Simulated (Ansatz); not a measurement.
TiGe₂ (model structure, started from the fluorite type, Fm-3m, No. 225, 3 atoms in the cell): lattice constant a by level of theory

No measured value is used here.

| level (code) | value (Å) |
|---|---|
| PBE (Ansatz) | 6.184 |
| PBEsol (Ansatz) | 6.091 |
| PBE-D3(BJ) (Ansatz) | 6.095 |

Ansatz's density-functional and Hartree–Fock values are scalar-relativistic unless marked +SOC, with PAW data made under PBE.

A model structure was made by putting elements into a prototype or built by hand; it is no filed structure, need not be a known phase, and can be a saddle point held by its symmetry.

Ansatz is a quantum-chemistry and plane-wave program.
